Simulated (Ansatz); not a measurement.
The starting structures come from a database of crystals and need not be the phases stable at ambient conditions.

 Where the default PAW files enter, the runs use the earlier of Ansatz's two default sets.

By PBEsol, the system below comes out a metal.

The ballistic (Sharvin) conductance counts the channels at the Fermi level: G/A = (e²/h) × channels of both spins per area.

Here is the system:

```
CELL_PARAMETERS angstrom
      2.75621     0.00000     0.00000
     -1.37811     2.38695     0.00000
      0.00000     0.00000     4.76951
ATOMIC_POSITIONS crystal
  Al 0.66667 0.33333 0.75000
  Al 0.33333 0.66667 0.25000
```

Space group of this cell: P6_3/mmc, hcp (Mg type). The cell is strained (all lengths scaled by 0.98); by PBEsol its mean pressure is 3.7 GPa.

The current flows along the normal of the first two printed cell vectors, the (001) plane of the conventional cell. No spin-orbit coupling; the value is a mean over 0.1 eV about the Fermi level.

Q: Compute, with PBEsol (Ansatz, a quantum-chemistry and plane-wave program), the ballistic conductance per area.

A: 1.7 × 10¹⁵ S/m² for both spins.
